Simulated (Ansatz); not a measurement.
Consider ZrS2 in the CdI2 type structure (space group P-3m1, No. 164; a = 3.6348 Å, c = 5.7196 Å; layered, stacked along the Cartesian z axis). Axes: x lies along a and z along c of the hexagonal cell.

Method: Kohn–Sham DFT with the PBE-D3(BJ) functional, run in Ansatz (an electronic-structure program) with PAW and 420 eV plane waves, no SOC.

Base values:

```
Property    Result
--------  --------
Pressure  0.00 GPa
```

Now apply this change: biaxial strain −1.00 %, plane normal [001], relaxed out of plane (Cartesian); in-plane vectors clamped, the third vector and the atoms free.

**Question.** Estimate the effect on the pressure and out-of-plane strain.

**Answer.** The pressure (mean of the normal stresses, compression positive) goes from zero to 1.10 GPa; the out-of-plane strain amounts to +0.37 %.

No phonon test of stability was made.
